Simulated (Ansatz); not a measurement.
# Functionals side by side, with their cost (level): SiO2 (P4_2/mnm, 6 atoms in the cell)

```xyz
6
Lattice="4.2700 0.0000 0.0000 0.0000 4.2700 0.0000 0.0000 0.0000 2.7169" Properties=species:S:1:pos:R:3 pbc="T T T"
Si     2.1350     2.1350     1.3585
Si     0.0000     0.0000     0.0000
O      2.9598     2.9598     0.0000
O      1.3102     1.3102     0.0000
O      3.4452     0.8248     1.3585
O      0.8248     3.4452     1.3585
```

Program: Ansatz (a program for electronic structure), default PAW files made with PBE; each row names its functional.

Base settings: basis.ecutwfc = 30.9 Ry; kpoints.mp_grid.grid = 5 5 8; hamiltonian.xc = pbe0; hamiltonian.pseudopotentials = {kind: paw} (the program's default PAW files); scf.occupations.method = fixed.

Differences are taken from PBE0, a reference of convenience: it is no measurement, and no ranking of the functionals follows.

Core times come from one kind of shared machine and are given to one figure; runs under 30 s give none.

The starting cell comes from a database of computed structures (which also holds hypothetical and non-ambient phases and stackings), without a prior relaxation at this level. Its lattice was rescaled by a random factor within 2.5 % of one. In the base run, with a pressure of about -19 GPa the cell is away from its equilibrium volume at this level. Ansatz's pressure includes its estimate of the finite-basis (Pulay) stress.

| level | gap on the mesh less reference (eV) | pressure less reference (GPa) | largest difference in the force on any atom (eV/Å) | core time / reference (rough) |
|---|---|---|---|---|
| PBE | -2.803 | 11.29 | 0.157 | – |
| HSE06 | -0.764 | 0.06 | 0.001 | 1 |
| PBE0 | 0.000 | 0.00 | 0.000 | 1 |

Keys are those of Ansatz 0.2.
